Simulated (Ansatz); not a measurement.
Defect migration in 4H silicon carbide: interstitial B, charge state +1. The step: one B atom jumps by itself; the atom moves 1.04 Å along (-0.18, -0.35, 0.04) of the unit cell; the moving atom starts with neighbours 2 C at 1.69, C at 1.70; Si at 1.94, 2 Si at 1.99 Å and ends with 3 C at 1.73; 3 Si at 2.22 Å. DFT values are from Ansatz (plane-wave PAW, 420 eV unless said) in a cell of 72 host sites, spin-restricted, static, with no finite-size correction. The charge state is imposed; whether it is stable for some Fermi level was not computed. Sites that were not tried may lie lower. The start lies 0.42 eV above the lowest site run (PBE). For the PBE band: the saddle point's order was not checked, and it lies on a symmetry element of the cell, where a band can be held.

| Level | Forward barrier (eV) | Cost of the band or of the saddle's single point |
|---|---|---|
| CHGNet universal potential (has no charge state), its own band | 0.09 | - |
| PBE, the Γ point alone, band relaxed | 0.18 | very roughly 5 core-minutes |
| PBE, a 2×2×2 k-point mesh shifted by half a step along c, same geometries | 0.05 | very roughly 80 core-seconds |
| r2SCAN at 500 eV, the Γ point alone, same geometries | … | roughly 50 core-seconds |

**Question.** Complete the blanks.

**Answer.** 
- r2SCAN at 500 eV, the Γ point alone, same geometries, Forward barrier (eV): 0.14

Ansatz is a program for electronic structure.
